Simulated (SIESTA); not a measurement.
Input and output of a self-consistent single point for PdAu3 (P1, 4 atoms in the cell) (SIESTA).

Computed with GGA PBEsol, numerical atomic orbitals TZP, PseudoDojo PBEsol standard norm-conserving potentials (rewritten from UPF to PSML) (SIESTA).

The change in words: atoms moved at random. Reference geometry:
```
CELL_PARAMETERS angstrom
      4.07108     0.00000     0.00000
      0.00000     4.07108     0.00000
      0.00000     0.00000     4.07108
ATOMIC_POSITIONS crystal
  Pd 0.00000 0.00000 0.00000
  Au 0.00000 0.50000 0.50000
  Au 0.50000 0.00000 0.50000
  Au 0.50000 0.50000 0.00000
```

Reference input (self-consistent single point, DFT, GGA PBEsol, numerical atomic orbitals TZP, PseudoDojo PBEsol standard norm-conserving potentials (rewritten from UPF to PSML)): XC.functional = GGA; XC.authors = PBEsol; potentials = PseudoDojo PBEsol standard; PAO.BasisSize = TZP; PAO.EnergyShift = 0.005 Ry; MeshCutoff = 400 Ry; kgrid.MonkhorstPack = 11 11 11; OccupationFunction = MP; OccupationMPOrder = 0; ElectronicTemperature = 272 meV; MaxSCFIterations = 150; SCF.Mixer.Method = Pulay. This run's input differs from it in these lines:

```diff
@@ -18,6 +18,6 @@
 %block AtomicCoordinatesAndAtomicSpecies
-     0.000000000    0.000000000    0.000000000  1
-     0.000000000    0.500000000    0.500000000  2
-     0.500000000    0.000000000    0.500000000  2
-     0.500000000    0.500000000    0.000000000  2
+    -0.005412000    0.006915000    0.027285000  1
+    -0.011785000    0.497650000    0.481015000  2
+     0.500560000   -0.010280000    0.488286000  2
+     0.516637000    0.505716000    0.003414000  2
 %endblock AtomicCoordinatesAndAtomicSpecies
```

Log, with long lists cut:

```
        iscf     Eharris(eV)        E_KS(eV)     FreeEng(eV)     dDmax    Ef(eV) dHmax(eV)
   scf:    1   -15601.019099   -15672.285765   -15672.402524  1.309631 -1.761306 20.742620
   scf:    2   -15706.728451   -15691.360069   -15691.428200  0.394089 -2.502243 10.914948
   scf:    3   -15696.321128   -15700.062041   -15700.151436  0.325703 -2.886755  8.027558
   scf:    4   -15665.785119   -15686.233080   -15686.338371  0.435488 -2.193095 23.330443
   scf:    5   -15707.699625   -15701.189575   -15701.261751  0.534730 -3.318862  4.934685
   [... 7 lines left out ...]
   scf:   13   -15701.921422   -15701.921385   -15701.973184  0.000257 -3.491827  0.009309
   scf:   14   -15701.921390   -15701.921388   -15701.973184  0.000021 -3.491857  0.008657
   scf:   15   -15701.921439   -15701.921414   -15701.973187  0.000204 -3.492029  0.000251
   scf:   16   -15701.921413   -15701.921414   -15701.973187  0.000004 -3.492026  0.000041
SCF Convergence by DM+H criterion
max |DM_out - DM_in|         :     0.0000042558
max |H_out - H_in|      (eV) :     0.0000407356
SCF cycle converged after 16 iterations

Using DM_out to compute the final energy and forces

siesta: E_KS(eV) =           -15701.9214

siesta: E_KS - E_eggbox =    -15701.9214

siesta: Atomic forces (eV/Ang):
     1    0.502975   -0.133809   -1.328671
     2    0.850648   -0.014398    1.254451
     3   -0.451098    0.418454    1.006882
     4   -0.903754   -0.273691   -0.930591
   Tot   -0.001229   -0.003443    0.002070
   Max    1.328671
   Res    0.789715    sqrt( Sum f_i^2 / 3N )
   Max    1.328671    constrained

Stress tensor Voigt[x,y,z,yz,xz,xy] (kbar):       42.06       40.65       38.84       -6.44       -4.91        3.11
(Free)E + p*V (eV/cell)   -15703.6796
   [... lines left out ...]
siesta: FreeEng =    -15701.973187
   [... lines left out ...]
siesta:     0.026254    0.001939   -0.003062
siesta:     0.001939    0.025375   -0.004017
siesta:    -0.003062   -0.004017    0.024242

siesta: Cell volume =         67.472828 Ang**3

siesta: Pressure (static):
siesta:                Solid            Molecule  Units
siesta:          -0.00027545         -0.00031926  Ry/Bohr**3
siesta:          -0.02529028         -0.02931298  eV/Ang**3
siesta:         -40.51949105        -46.96457735  kBar
```

The run converged in 16 iterations. Against the reference run the free energy goes up by 54.8 meV/atom, the pressure goes from -6.65 to -4.05 GPa and the largest force goes from 0.000 to 1.516 eV/Å.

The starting cell comes from a database of computed structures (which also holds hypothetical and non-ambient phases and stackings), without a prior relaxation at this level. For this run, on top of that: atoms moved at random. Spin polarisation is off. Values carry the incompleteness of an atom-centred basis. With a pressure of about -4 GPa the cell is away from its equilibrium volume at this level. Forces in this geometry exceed 1 eV/Å.

Cost on one core of a shared machine: roughly 3 min.
